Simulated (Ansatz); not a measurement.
**ZnS (P3m1, No. 156, 28 atoms in the cell; start mp-556161; a measured phase of this formula has another space group)**

Calculation: r²SCAN (Ansatz, a program for electronic structure, PAW).

Run with plane-wave cutoff 560 eV, 12×12×1 k mesh (along the axes of the cell as run), Fermi–Dirac smearing 0.01 eV, scalar-relativistic PAW data made under PBE.

Cell (relaxed at this level):

```xyz
28
Lattice="3.8092 0.0000 0.0000 -1.9046 3.2989 0.0000 0.0000 0.0000 43.6044" Properties=species:S:1:pos:R:3 pbc="T T T"
Zn     0.0000     0.0000     6.2293
Zn     0.0000     2.1993    28.0309
Zn     0.0000     2.1993     9.3411
Zn     1.9046     1.0996     3.1180
Zn     0.0000     0.0000    37.3763
Zn     0.0000     0.0000    24.9198
Zn     0.0000     2.1993    34.2649
Zn     0.0000     2.1993    15.5750
Zn     0.0000     2.1993     0.0006
Zn     0.0000     0.0000    18.6860
Zn     1.9046     1.0996    40.4882
Zn     1.9046     1.0996    12.4579
Zn     1.9046     1.0996    21.8027
Zn     1.9046     1.0996    31.1477
S      0.0000     0.0000     8.5632
S      1.9046     1.0996    14.7954
S      0.0000     0.0000    39.7100
S      0.0000     2.1993    36.5979
S      0.0000     2.1993    17.9080
S      1.9046     1.0996    24.1403
S      0.0000     2.1993    11.6746
S      1.9046     1.0996    33.4852
S      1.9046     1.0996    42.8217
S      0.0000     2.1993    30.3644
S      0.0000     2.1993     2.3382
S      0.0000     0.0000    21.0195
S      0.0000     0.0000    27.2530
S      1.9046     1.0996     5.4509
```

```
Quantity                        Value
--------  ---------------------------
band gap  2.72 eV (on the SCF k mesh)
```

Note: the relaxation could not lower the start's symmetry, so the cell can be a saddle point above a distorted one.

Computing time: about 17 core-minutes (a rough figure).

A start named mp-… is a Materials Project structure, which need not be a measured phase.
